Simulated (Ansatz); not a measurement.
Band structure of TlI3 (Pm-3m, 4 atoms in the cell).

```
CELL_PARAMETERS angstrom
      6.10576     0.00000     0.00000
      0.00000     6.10576     0.00000
      0.00000     0.00000     6.10576
ATOMIC_POSITIONS crystal
  Tl 0.00000 0.00000 0.00000
  I  0.50000 0.00000 0.00000
  I  0.00000 0.00000 0.50000
  I  0.00000 0.50000 0.00000
```

Method of the run: PBE (plane waves, PAW; Ansatz, an electronic-structure program).

Settings: kpoints.mp_grid.grid = 6 6 6; hamiltonian.xc = pbe; hamiltonian.pseudopotentials = {kind: paw} (the program's default PAW files); scf.occupations.method = methfessel_paxton; scf.occupations.width = 0.136 eV; kpoints.band_path.npoints = 10.

The starting cell was generated: these elements placed on a structure prototype, without a prior relaxation; it need not be a known phase or ordering of this composition. Spin-orbit coupling is off. The run gives no clean gap (levels at the Fermi energy touch, overlap or are partly filled at this smearing), which alone does not show that the compound is a metal.

Levels in eV from the Fermi level, bands 29 to 36:
```json
[
 {"point": "Γ", "29": "-0.53", "30": "-0.53", "31": "-0.44", "32": "-0.44", "33": "-0.44", "34": "5.07", "35": "6.69", "36": "6.69"},
 {"point": "X", "29": "-0.74", "30": "-0.63", "31": "-0.47", "32": "-0.47", "33": "0.59", "34": "4.28", "35": "6.30", "36": "6.72"},
 {"point": "M", "29": "-0.73", "30": "-0.73", "31": "-0.55", "32": "0.08", "33": "1.50", "34": "3.81", "35": "3.81", "36": "6.69"},
 {"point": "R", "29": "-0.54", "30": "0.08", "31": "0.08", "32": "0.08", "33": "2.34", "34": "3.28", "35": "3.28", "36": "3.28"}
]
```

Bands cross the Fermi level along this path, so the cell is metallic at this level.

Keys are those of Ansatz 0.2.
